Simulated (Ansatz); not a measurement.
CH3 on the 1x1 (0001) surface of hcp Co, ferromagnetic, one in a 2x2 cell, energies for each (21.5 Å²). Energies are against CH4(g) − ½ H2(g), without zero-point or thermal terms; each row is named by its start. No converged result for: 1 more start.

Calculation: PBE (plane waves to 420 eV, PAW; Ansatz, a quantum-chemistry and plane-wave program).

Model: 20-atom slab, 6.0 Å thick at the start under the adsorbate (thin: gaps and levels are the slab's own), 7x7x1 mesh, Fermi-Dirac 0.1 eV, dipole correction, 8 atoms held, the rest relaxed; each run with such symmetry as its start has; spin-polarised, no spin-orbit, no U, no dispersion correction.

A negative adsorption energy means that the adsorbate is more stable on the surface than in its reference. Heights count from the host atoms within 0.3 Å of the top one.

```json
[
 {"starting site": "top Co", "E_ads (eV)": "(withheld)", "height (Å)": "2.12", "nearest host atom (Å)": "Co 2.00", "bonded to": "Co", "Δ work function (eV)": "-0.50", "lateral drift (Å)": "0.0", "moment (μB)": "26.3"},
 {"starting site": "hollow Co-Co-Co", "E_ads (eV)": "0.53", "height (Å)": "1.63", "nearest host atom (Å)": "Co 2.15", "bonded to": "3 Co", "Δ work function (eV)": "-1.36", "lateral drift (Å)": "0.0", "moment (μB)": "26.4"},
 {"starting site": "hollow Co-Co-Co over Co at depth 2.0 Å", "E_ads (eV)": "0.53", "height (Å)": "1.63", "nearest host atom (Å)": "Co 2.15", "bonded to": "3 Co", "Δ work function (eV)": "-1.35", "lateral drift (Å)": "0.0", "moment (μB)": "26.5"}
]
```

Problem. Fill in the missing entries.

Solution. 
- top Co, E_ads (eV): 0.98
